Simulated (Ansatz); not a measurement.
Base system: CdS in the wurtzite structure (space group P6_3mc, No. 186).

```xyz
4
Lattice="4.1962 0.0000 0.0000 -2.0981 3.6341 0.0000 0.0000 0.0000 6.8295" Properties=species:S:1:pos:R:3 pbc="T T T"
Cd     2.0981     1.2114     3.4132
Cd     0.0000     2.4227     6.8279
S      2.0981     1.2114     0.8416
S      0.0000     2.4227     4.2564
```

Cartesian axes are those of the cell as printed.

Computed with PBE/PAW in Ansatz (an electronic-structure program), no spin-orbit coupling.

Before the change:

| Quantity | Value |
|---|---|
| Valence-band top at Γ | 0.00, 0.00, -0.04 eV |

Now apply this change: uniaxial strain ε_zz = −3.00 %, all other strain components held at zero; the atoms relax in the strained cell.

Task: Estimate the effect on the stress and valence-band top at Γ.

Result: The stress (xx, yy, zz, yz, xz, xy; compression positive) is (1.26, 1.26, 2.61, 0.00, 0.00, 0.00) GPa; the valence-band top at Γ (three highest levels, from the VBM) becomes 0.00, -0.04, -0.04 eV (base: 0.00, 0.00, -0.04 eV).

The levels and masses belong to the bands next to the band gap. No phonon test of stability was made.
